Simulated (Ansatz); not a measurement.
Results of PBEsol (Ansatz, an electronic-structure program, PAW) for Rb₂SnBr₆ (Fm-3m, No. 225, 9 atoms in the cell; start COD 7717852).

Settings: plane-wave cutoff 520 eV, 6×6×6 k mesh, Fermi–Dirac smearing 0.01 eV, scalar-relativistic PAW data made under PBE.

Cell (relaxed at this level):

```
CELL_PARAMETERS angstrom
      0.00000     5.31030     5.31030
      5.31030     0.00000     5.31030
      5.31030     5.31030     0.00000
ATOMIC_POSITIONS crystal
  Sn 0.50000 0.50000 0.50000
  Rb 0.75000 0.75000 0.75000
  Rb 0.25000 0.25000 0.25000
  Br 0.74634 0.74634 0.25366
  Br 0.25366 0.25366 0.74634
  Br 0.74634 0.25366 0.74634
  Br 0.25366 0.74634 0.25366
  Br 0.25366 0.74634 0.74634
  Br 0.74634 0.25366 0.25366
```

Q: Predict the band gap and bulk modulus.

A: 
- band gap: 1.12 eV (on the SCF k mesh)
- bulk modulus: 12.8 GPa

Note: the relaxation could not lower the start's symmetry, so the cell can be a saddle point above a distorted one; the bulk modulus is −V dP/dV from two relaxed cells at ±2 % in volume.

Spin–orbit coupling is not included.

The computed numbers hold no vibrational or temperature effects.
